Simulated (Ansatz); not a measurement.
The parent structure is CdSe in the wurtzite structure (space group P6_3mc, No. 186; a = 4.302 Å, c = 7.021 Å). Axes: x lies along a and z along c of the hexagonal cell.

Method: Ansatz (an electronic-structure program) PBEsol, no SOC.

For the base:

```
Property                        Result
-----------------------------  -------
Shortest interatomic distance  2.633 Å
```

It is then changed as follows: the cell is stretched by 0.80 % along z with no lateral relaxation; the atoms relax in the strained cell.

Problem. What does the calculation give for the shortest interatomic distance and energy relative to the base after the change?

Solution. The shortest interatomic distance goes up by 0.006 Å to 2.639 Å; the energy grows by 0.5 meV/atom.

Whether these cells are dynamically stable was not tested.
